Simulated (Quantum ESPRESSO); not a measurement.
# Relaxation of cell and atoms of Al (Fm-3m, 1 atom in the cell) at several settings

```
Al
1.0
    0.00000     1.98917     1.98917
    1.98917     0.00000     1.98917
    1.98917     1.98917     0.00000
Al
1
Direct
  0.00000   0.00000   0.00000
```

Base: Quantum ESPRESSO with PBE, SSSP 1.1.2 efficiency (PBE) pseudopotentials. Its settings: ecutwfc = 35 Ry; ecutrho = 280 Ry; occupations = smearing; smearing = fd; degauss = 0.0036749 Ry; potentials = {Al: Al.pbe-n-kjpaw_psl.1.0.0.UPF}; K_POINTS = automatic 19 19 19 0 0 0; conv_thr = 1e-11 Ry. Starting volume 15.74 Å³ per atom.

Each line gives the change from the base single point and the result:

- calculation: scf → vc-relax; tprnfor: true → default; tstress: true → default; ecutwfc: 35 Ry → 21 Ry; ecutrho: 280 Ry → 168 Ry: pressure 0.02 GPa; final cell a = b = c = 2.855 Å, α = β = γ = 60.00°; final volume per atom 16.46 Å³; relaxation steps 3; free energy against the base single point -5.6 meV/atom.
- calculation: scf → vc-relax; tprnfor: true → default; tstress: true → default: pressure 0.01 GPa; final cell a = 2.856 Å, b = 2.856 Å, c = 2.856 Å, α = 60.00°, β = 60.00°, γ = 60.00°; final volume per atom 16.48 Å³; relaxation steps 3; free energy against the base single point -8.7 meV/atom.
- calculation: scf → vc-relax; tprnfor: true → default; tstress: true → default; input_dft: default → pbesol [DFT, PBEsol, plane waves, SSSP 1.1.2 efficiency (PBE) pseudopotentials]: pressure 0.00 GPa; final cell a = 2.840 Å, b = 2.840 Å, c = 2.840 Å, α = 60.00°, β = 60.00°, γ = 60.00°; final volume per atom 16.19 Å³; relaxation steps 3.

The starting cell comes from a database of computed structures (which also holds hypothetical and non-ambient phases and stackings), without a prior relaxation at this level. Its lattice was rescaled by a random factor within 2.5 % of one.
